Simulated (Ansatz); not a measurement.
The reference is AlN in the wurtzite structure (space group P6_3mc, No. 186).

```
CELL_PARAMETERS angstrom
      3.08878     0.00000     0.00000
     -1.54439     2.67496     0.00000
      0.00000     0.00000     4.94326
ATOMIC_POSITIONS crystal
  Al 0.33333 0.66667 0.00000
  Al 0.66667 0.33333 0.50000
  N  0.33333 0.66667 0.38200
  N  0.66667 0.33333 0.88200
```

Cartesian axes are those of the cell as printed.

Computed with LDA in Ansatz (plane waves to 420 eV, PAW, no SOC).

Before the change:

The pressure comes out as -0.01 GPa and the electron mass is 0.32 mₑ (at Γ). The band gap is 4.42 eV.

Modification: biaxial strain +1.20 %, plane normal [001], relaxed out of plane (Cartesian); in-plane vectors clamped, the third vector and the atoms free.

Q: What happens to the ratio −ε⊥/ε∥?

A: The ratio −ε⊥/ε∥ amounts to 0.63.

Q: What happens to the pressure?

A: The pressure (mean of the normal stresses, compression positive) decreases by 3.59 GPa, from -0.01 GPa to -3.60 GPa.

Q: What happens to the electron mass?

A: The electron mass becomes 0.31 mₑ (at Γ) (base: 0.32 mₑ (at Γ)).

Q: How does this affect the band gap?

A: The band gap drops by 0.253 eV, from 4.42 eV to 4.16 eV.

Effective masses come from finite differences of ±0.01 Å⁻¹. Stability against distortions was not tested.

Ansatz is a first-principles code.
